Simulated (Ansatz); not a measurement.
For GaAs (model structure, started from the WC type, P-6m2, No. 187, 2 atoms in the cell), PBEsol (Ansatz, a program for electronic structure, plane waves, PAW) gives:

| Property | Result |
|---|---|
| lattice constant a | 3.734 Å |
| c axis length | 3.227 Å |
| enthalpy of formation | 0.051 eV/atom |

Q: What does r²SCAN (Ansatz, plane waves, PAW) give for the same quantities?

A: 
- lattice constant a: 3.767 Å (grows by 0.9 %)
- lattice parameter c: 3.229 Å (hardly moves)
- formation enthalpy: 0.095 eV/atom (grows by 0.044 eV/atom)

Changes are worked out from the printed values.

Unless a cell is named, each level is at its own relaxed cell (PBEsol 19.48, r²SCAN 19.84 Å³/atom).

Ansatz's density-functional and Hartree–Fock values are scalar-relativistic unless marked +SOC, with PAW data made under PBE.

A model structure was made by putting elements into a prototype or built by hand; it is no filed structure, need not be a known phase, and can be a saddle point held by its symmetry.
